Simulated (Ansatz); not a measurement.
# Smallest direct gap on the k points sampled of BaInHO2 (model structure, started from the SrVO2H type, P4/mmm, No. 123, 5 atoms in the cell) at several levels of theory

No measured value is used here.

```json
[
 {"level (code)": "LDA (Ansatz)", "value (eV)": "1.32", "cell (Å³/atom)": "13.80"},
 {"level (code)": "PBE (Ansatz)", "value (eV)": "1.02", "cell (Å³/atom)": "14.88"},
 {"level (code)": "PBEsol (Ansatz)", "value (eV)": "1.20", "cell (Å³/atom)": "14.24"},
 {"level (code)": "PBEsol+SOC (Ansatz)", "value (eV)": "1.21", "cell (Å³/atom)": "14.24"},
 {"level (code)": "r²SCAN+SOC (Ansatz)", "value (eV)": "1.96", "cell (Å³/atom)": "14.24"},
 {"level (code)": "HSE06 (Ansatz)", "value (eV)": "2.75", "cell (Å³/atom)": "14.24"},
 {"level (code)": "PBE0 (Ansatz)", "value (eV)": "3.44", "cell (Å³/atom)": "14.24"}
]
```

At these levels the smallest gap is indirect and lower: LDA 0.73, PBE 0.63, PBEsol 0.72, PBEsol+SOC 0.72, r²SCAN+SOC 1.38, HSE06 2.09, PBE0 2.78 eV. Computed values are for a static lattice. Spin–orbit coupling is included only where a level's name says +SOC; with heavier elements it mostly lowers gaps and can invert bands.  Values are at the PBEsol cell; LDA at the level's own equilibrium cell; PBE at the level's own equilibrium cell; PBEsol at the level's own equilibrium cell. Cutoffs and k meshes differ between the levels. Ansatz's density-functional and Hartree–Fock values are scalar-relativistic unless marked +SOC, with PAW data made under PBE.

A model structure was made by putting elements into a prototype or built by hand; it is no filed structure, need not be a known phase, and can be a saddle point held by its symmetry.

Ansatz is an electronic-structure program.
